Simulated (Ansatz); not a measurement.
Input and output of a self-consistent single point for a (001) slab of SiSbPt5 (cut from a parent of space group no. 123; 7 atoms in the cell) (Ansatz, an electronic-structure program).

Computed with LDA (PW92), default PAW files made with PBE (plane waves; Ansatz).

```
Pt5SbSi
1.0
    3.91277     0.00000     0.00000
    0.00000     3.91277     0.00000
    0.00000     0.00000    19.60440
Si Sb Pt
1 1 5
Cartesian
  1.95638   1.95638  12.60439
  0.00000   0.00000   8.86230
  0.00000   0.00000  12.60439
  1.95638   0.00000  10.72449
  1.95638   0.00000   7.00000
  0.00000   1.95638  10.72449
  0.00000   1.95638   7.00000
```

Reference input (self-consistent single point, DFT, LDA (PW92), plane waves, default PAW files made with PBE): basis.ecutwfc = 420 eV; kpoints.mp_grid.grid = 8 8 1; hamiltonian.xc = lda; hamiltonian.pseudopotentials = {kind: paw} (the program's default PAW files); scf.occupations.method = gaussian; scf.occupations.width = 0.1 eV. This run's input differs from it in these lines:

Ansatz 0.2 input:
```diff
@@ -14,3 +14,3 @@
 basis:
-  ecutwfc: 420.0
+  ecutwfc: 630.0
 kpoints:
```

Output (repeated stretches shortened):

```
SCF iter   1: F=—  HF=-68167.541867 eV  |F-HF|=—  |Δ(HF+E_count)|=         —  Δρ=8.36e-3  dr2=2.55e0  ethr=1.77e-3  ⟨swp⟩=8.7  Hψ=4544  notcnv=0  defer=15
all-band conjugate gradients solve this SCF's bands
preconditioner: auto → LDOS
SCF iter   2: F=—  HF=-68167.467689 eV  |F-HF|=—  |Δ(HF+E_count)|=   7.42e-2  Δρ=3.18e-3  dr2=4.68e-2  ethr=1.77e-3  ⟨swp⟩=1.4  Hψ=1153  notcnv=0  defer=48
   [... lines left out ...]
SCF iter   6: F=—  HF=-68167.459047 eV  |F-HF|=—  |Δ(HF+E_count)|=   3.74e-4  Δρ=4.74e-5  dr2=2.08e-5  ethr=7.95e-8  ⟨swp⟩=2.0  Hψ=1329  notcnv=0  defer=73
SCF iter   7: F=—  HF=-68167.459045 eV  |F-HF|=—  |Δ(HF+E_count)|=   2.14e-6  Δρ=1.62e-5  dr2=1.82e-6  ethr=1.91e-8  ⟨swp⟩=2.0  Hψ=1331  notcnv=0  defer=73
SCF iter   8: F=—  HF=-68167.459045 eV  |F-HF|=—  |Δ(HF+E_count)|=   2.10e-7  Δρ=4.80e-6  dr2=1.41e-7  ethr=1.67e-9  ⟨swp⟩=2.3  Hψ=1475  notcnv=0  defer=72
SCF iter   9: F=-68167.459045 eV  HF=-68167.459045 eV  |F-HF|=8.73e-11  |Δ(HF+E_count)|=   4.63e-8  Δρ=1.66e-6  dr2=1.39e-8  ethr=9.17e-11  ⟨swp⟩=17.5  Hψ=4896  notcnv=0
SCF 1 converged in 9 iterations: F = -68167.459045 eV  dr2 = 1.39e-8
Free energy (F): -68167.459045 eV
Internal energy: -68167.432406 eV  (E = F + TS)
E sigma→0 (E₀):  -68167.445725 eV
Entropy (-TS):   -0.026639 eV (-3.806 meV/atom)
Fermi energy:    3.860361 eV
--- Forces (eV/Å), atoms counted from 1 ---
  atom   1  Si     0.00000000     0.00000000    -1.40773328
  atom   2  Sb     0.00000000     0.00000000    -1.05585778
  atom   3  Pt     0.00000000     0.00000000     0.70849829
  atom   4  Pt     0.00000000     0.00000000     0.22526525
  atom   5  Pt    -0.00000000     0.00000000     0.65225431
  atom   6  Pt     0.00000000     0.00000000     0.22526525
  atom   7  Pt    -0.00000000     0.00000000     0.65225431
--- Stress (GPa, compression-positive) ---
       -6.680633       0.000000       0.000000
        0.000000      -6.680633       0.000000
        0.000000       0.000000      -2.247979
  P = ⅓ Tr σ = -5.2031 GPa (-52.031 kbar)
  The stress holds the Pulay correction. Without it, at fixed plane waves, as pw.x and ABINIT print it: P = -5.2059 GPa
```

The run converged in 9 iterations. Against the reference run the free energy goes down by 1.4 meV/atom and the largest force stays at 1.408 eV/Å.

The starting cell comes from a database of computed structures (which also holds hypothetical and non-ambient phases and stackings), without a prior relaxation at this level. The slab is cut from that crystal, and its faces are unrelaxed. Its lattice was rescaled by up to half a per cent. Spin-orbit coupling is off. Spin polarisation is off. The two faces of this cut differ, and no dipole correction was used. Forces in this geometry exceed 1 eV/Å.

Cost on one core of a shared machine: roughly 40 s.
